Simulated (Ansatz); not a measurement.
Magnetic orders in MnAu

Take MnAu in the CsCl type structure (space group Pm-3m, No. 221; a = 3.156 Å; ferromagnetic; a cell from a computed database, its experimental status unchecked) as the base.

Each order is relaxed in cell and atoms; arrows give the starting signs on the magnetic atoms.

The values are results of DFT with PBEsol, PAW potentials and a 420 eV plane-wave cutoff in Ansatz (a program for electronic structure), scalar-relativistic without spin-orbit coupling, not measurements.

Notes on the quantities. energy relative to the base: σ→0; to 0.01 eV only: unlike meshes or grids; space group: of the atoms, moments ignored.

```tsv
variant	energy relative to the base	volume per atom	space group
base	0.00 eV/atom	15.72 Å³	Pm-3m (No. 221)
↑↓ start, q = (0, 0, 1/2), 4 atoms	-0.07 eV/atom	15.54 Å³	P4/mmm (No. 123)
non-magnetic	+0.54 eV/atom	13.86 Å³	Pm-3m (No. 221)
↑↓ start, q = (1/2, 1/2, 1/2), 4 atoms	-0.06 eV/atom	15.45 Å³	Pm-3m (No. 221)
```

Other magnetic orders, which the real material may have, were not ruled out. Whether these cells are dynamically stable was not tested. Spin-polarised in the final run: ↑↓ start, q = (0, 0, 1/2), 4 atoms, base and ↑↓ start, q = (1/2, 1/2, 1/2), 4 atoms; the other runs are not. MnAu has a high density of states at the Fermi level and may be magnetic at this level.
